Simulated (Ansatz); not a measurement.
**Carrier properties of SrO (Fm-3m)**

Input:

```
SrO
1.0
    0.00000     2.56123     2.56123
    2.56123     0.00000     2.56123
    2.56123     2.56123     0.00000
Sr O
1 1
Cartesian
  2.56123   2.56123   2.56123
  0.00000   0.00000   0.00000
```

Level of theory: PBEsol, rigid bands (plane waves, PAW, scalar-relativistic; Ansatz, an electronic-structure program). Cell: cell and atoms relaxed with PBEsol.

```json
{
 "band_gap": "3.20 eV",
 "electron conductivity mass (300 K, dilute)": "0.51 mₑ",
 "hole conductivity mass (300 K, dilute)": "1.33 mₑ",
 "effective density of states N_c (300 K)": "3.4e19 cm⁻³",
 "effective density of states N_v (300 K)": "2.5e20 cm⁻³",
 "density_of_states_mass_electrons": "1.22 mₑ",
 "density_of_states_mass_holes": "4.7 mₑ",
 "Seebeck coefficient, n-type 1e19 cm⁻³, 300 K": "-319 μV/K",
 "best n-type power factor at 300 K for τ = 10 fs (best axis; densities from 1e16 to 1e21 cm⁻³ tried, whether or not they can be reached)": "10.7 μW/(cm·K²) at 1e20 cm⁻³",
 "Seebeck coefficient, p-type 1e19 cm⁻³, 300 K": "531 μV/K"
}
```

Rigid bands; masses and Seebeck coefficients take one relaxation time τ for all states and one kind of carrier; polarons and phonon drag are left out. Spin-orbit coupling is left out; where it splits the top of the valence band, N_v and the p-type Seebeck coefficient come out somewhat high without it.
